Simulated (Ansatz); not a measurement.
Smallest direct gap on the k points sampled of LaN (model structure, started from the zincblende type, F-43m, No. 216, 2 atoms in the cell) at several levels of theory

No measured value is used here.

```tsv
level (code)	value (eV)	cell (Å³/atom)
LDA (Ansatz)	2.21	20.85
PBEsol (Ansatz)	2.22	21.33
PBEsol+SOC (Ansatz)	2.13	21.33
r²SCAN (Ansatz)	2.51	22.01
r²SCAN+SOC (Ansatz)	2.48	21.33
r²SCAN+rVV10 (Ansatz)	2.47	21.79
HSE06 (Ansatz)	3.26	21.33
HSE06+SOC (Ansatz)	3.16	21.33
PBE0 (Ansatz)	3.97	21.33
r²SCAN0 (Ansatz)	4.12	21.33
```

At these levels the smallest gap is indirect and lower: LDA 1.02, PBEsol 1.07, PBEsol+SOC 0.98, r²SCAN 1.51, r²SCAN+SOC 1.44, r²SCAN+rVV10 1.45, HSE06 2.20, HSE06+SOC 2.10, PBE0 2.88, r²SCAN0 3.08 eV. Computed values are for a static lattice. Spin–orbit coupling is included only where a level's name says +SOC; with heavier elements it mostly lowers gaps and can invert bands.  Values are at the PBEsol cell; LDA at the level's own equilibrium cell; PBEsol at the level's own equilibrium cell; r²SCAN at the level's own equilibrium cell; r²SCAN+rVV10 at the level's own equilibrium cell. Cutoffs and k meshes differ between the levels. Ansatz's density-functional and Hartree–Fock values are scalar-relativistic unless marked +SOC, with PAW data made under PBE.

A model structure was made by putting elements into a prototype or built by hand; it is no filed structure, need not be a known phase, and can be a saddle point held by its symmetry.

Ansatz is a program for electronic structure.
